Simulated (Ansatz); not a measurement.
WSi (model structure, started from the WC type, P-6m2, No. 187, 2 atoms in the cell): properties by level of theory

| level (code) | equilibrium lattice constant a (Å) | lattice parameter c (Å) |
|---|---|---|
| PBE (Ansatz) | 3.143 | 3.519 |
| PBEsol (Ansatz) | 3.106 | 3.508 |
| PBE-D3(BJ) (Ansatz) | 3.100 | 3.511 |
| r²SCAN (Ansatz) | 3.134 | 3.488 |

Ansatz's density-functional and Hartree–Fock values are scalar-relativistic unless marked +SOC, with PAW data made under PBE.

Static lattice: no zero-point or thermal effects.

A model structure was made by putting elements into a prototype or built by hand; it is no filed structure, need not be a known phase, and can be a saddle point held by its symmetry.

Ansatz is an electronic-structure program.
